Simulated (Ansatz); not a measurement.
Take GaP in the zinc blende structure (space group F-43m, No. 216; a = 5.3914 Å) as the base.

All numbers come from Kohn–Sham DFT with the LDA functional, run in Ansatz (a first-principles code) with PAW and 420 eV plane waves, no SOC.

Strains are applied to the cell and any free atomic positions relax.

One change was made to it. Results:

```csv
quantity,base,after
band gap,1.38 eV,1.46 eV
energy relative to the base (free energy F),0 meV/atom,+11 meV/atom
```

### Question
Which of these changes matches the shifts?
A) isotropic strain +3.00 %
B) isotropic strain +1.50 %
C) isotropic strain −1.50 %
D) isotropic strain −1.00 %
E) isotropic strain −0.50 %

### Answer
B, isotropic strain +1.50 %. For comparison, the band gap in the other runs: isotropic strain −0.50 % gives 1.36 eV; isotropic strain +3.00 % gives 1.15 eV; isotropic strain −1.50 % gives 1.30 eV; isotropic strain −1.00 % gives 1.33 eV.

Whether these cells are dynamically stable was not tested.
